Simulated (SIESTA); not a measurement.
# Several settings converged on Co (P-3m1, 2 atoms in the cell)

```xyz
2
Lattice="1.2613 -2.1846 0.0000 1.2613 2.1846 0.0000 0.0000 0.0000 4.0903" Properties=species:S:1:pos:R:3 pbc="T T T"
Co     1.2613     0.7282     1.0726
Co     1.2613    -0.7282     3.0678
```
Moments meant for the start (each program seeds them in its own way; μB, in the order of the atoms Co Co): 2.0 2.0.

Base method: SIESTA with LDA PW92, numerical atomic orbitals DZP, PseudoDojo LDA standard norm-conserving potentials (rewritten from UPF to PSML).

Base settings: XC.functional = LDA; XC.authors = PW92; potentials = PseudoDojo LDA standard; PAO.BasisSize = DZP; PAO.EnergyShift = 0.005 Ry; MeshCutoff = 400 Ry; kgrid.MonkhorstPack = 7 7 4; OccupationFunction = FD; ElectronicTemperature = 1160.45 K; Spin = polarized.

Core times come from one kind of shared machine, to one figure; runs under 30 s give none.

**The k-point mesh**

The second cell is the first with its lattice scaled by 0.98.

Only quantities that move along the ladder and can be compared are tabulated.

| kgrid.MonkhorstPack | free energy less the last step's (meV/atom) | energy of the compressed cell less the first (meV/atom) | pressure (GPa) | largest difference of a force vector from the last step's (eV/Å) | net moment (μB/atom) | core time / last (rough) |
|---|---|---|---|---|---|---|
| 3 3 2 | 115.11 | -82.97 | -24.59 | 0.211 | 1.731 | – |
| 4 4 3 | -7.74 | -103.01 | -30.64 | 0.016 | 1.490 | – |
| 6 6 3 | -25.59 | -99.00 | -29.53 | 0.026 | 1.601 | 0.4 |
| 7 7 4 | 14.17 | -99.73 | -29.34 | 0.012 | 1.573 | 0.4 |
| 8 8 4 | -1.87 | -97.18 | -29.15 | 0.002 | 1.596 | 0.3 |
| 13 13 7 | 0.00 | -98.45 | -29.30 | 0.000 | 1.585 | 1 |

Coarsest kgrid.MonkhorstPack that holds the net moment within 0.05 μB/atom of the last step, with all finer ones: 6 6 3, at about 0.4 of the last step's time; the step before is off by 0.095 μB/atom.

Coarsest kgrid.MonkhorstPack that holds the forces within 0.01 eV/Å of the last step, with all finer ones: 8 8 4, at about 0.3 of the last step's time; the step before is off by 0.012 eV/Å.

Coarsest kgrid.MonkhorstPack that holds the energy of the compressed cell less the first within 2 meV/atom: not settled: the last two steps still differ by 1.3 meV/atom, over half the tolerance, so the ladder does not show it.

**The k-point mesh at a smearing width of 0.02 eV**

In this ladder: ElectronicTemperature = 232.09 K.

Only quantities that move along the ladder and can be compared are tabulated.

```tsv
kgrid.MonkhorstPack	free energy less the last step's (meV/atom)	pressure (GPa)	largest difference of a force vector from the last step's (eV/Å)	net moment (μB/atom)	core time / last (rough)
5 5 3	24.66	-26.89	0.010	1.784	–
8 8 4	-3.40	-29.50	0.002	1.594	0.1
11 11 6	-2.70	-30.16	0.008	1.548	0.4
16 16 9	1.11	-29.88	0.005	1.565	0.5
20 20 11	0.00	-29.47	0.000	1.593	1
```

Coarsest kgrid.MonkhorstPack that holds the net moment within 0.05 μB/atom: not settled: the last two steps still differ by 0.028 μB/atom, over half the tolerance, so the ladder does not show it.

**The k-point mesh at a smearing width of 0.3 eV**

In this ladder: ElectronicTemperature = 3481.36 K.

Only quantities that move along the ladder and can be compared are tabulated.

At this width the smearing has changed the magnetic state: the net moment ends at 1.19 against 1.57 μB/atom in the base run.

| kgrid.MonkhorstPack | free energy less the last step's (meV/atom) | pressure (GPa) | net moment (μB/atom) | core time / last (rough) |
|---|---|---|---|---|
| 5 5 3 | 17.98 | -27.80 | 1.333 | 0.10 |
| 8 8 4 | -0.75 | -29.44 | 1.209 | 0.1 |
| 11 11 6 | -0.06 | -29.63 | 1.188 | 0.3 |
| 16 16 9 | 0.01 | -29.59 | 1.192 | 0.6 |
| 20 20 11 | 0.00 | -29.58 | 1.192 | 1 |

Coarsest kgrid.MonkhorstPack that holds the free energy within 5 meV/atom of the last step, with all finer ones: 8 8 4, at about 0.1 of the last step's time; the step before is off by 18 meV/atom.

Coarsest kgrid.MonkhorstPack that holds the pressure within 1 GPa of the last step, with all finer ones: 8 8 4, at about 0.1 of the last step's time; the step before is off by 1.8 GPa.

Coarsest kgrid.MonkhorstPack that holds the net moment within 0.01 μB/atom of the last step, with all finer ones: 11 11 6, at about 0.3 of the last step's time; the step before is off by 0.016 μB/atom.

On the base run: the starting cell has typed, rounded lattice constants, without a prior relaxation at this level. Its lattice was rescaled by up to half a per cent. One atom was moved a little off its site on purpose. The magnetic order is the one reached from the typed start; others were not searched systematically. Values carry the incompleteness of an atom-centred basis. In the base run, with a pressure of about -29 GPa the cell is away from its equilibrium volume at this level. Without a gap this mesh is coarse (it stands for a supercell whose shortest vector is 16 Å).
